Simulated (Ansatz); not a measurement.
**Li in the bcc (W type) structure (space group Im-3m, No. 229)**

Li has the cubic space group Im-3m (No. 229), the bcc (W type) structure, Pearson symbol cI2. Cell: a = 3.476 Å, b = 3.476 Å, c = 3.476 Å, α = 90.00°, β = 90.00°, γ = 90.00°. Li on 2a sees 8 Li at 3.011 Å (cubic). (Neighbours: up to the widest gap in distance over summed covalent radii, below 1.35, at either atom.)
(The calculation used a cell of 1 atom; values per cell refer to that cell.)

Level of theory: r2SCAN (Ansatz, a quantum-chemistry and plane-wave program; PAW; 500 eV plane waves; spin-orbit coupling left out), earlier PAW set. Γ-centred 19×19×19 mesh, Fermi–Dirac width 0.05 eV.

The volume per atom is 21.00 Å³ and the density comes out as 0.55 g/cm³. The band gap is zero and the total energy comes out as -205.133 eV/atom (σ→0; compares only within this code and set-up).

Whether these cells are dynamically stable was not tested.
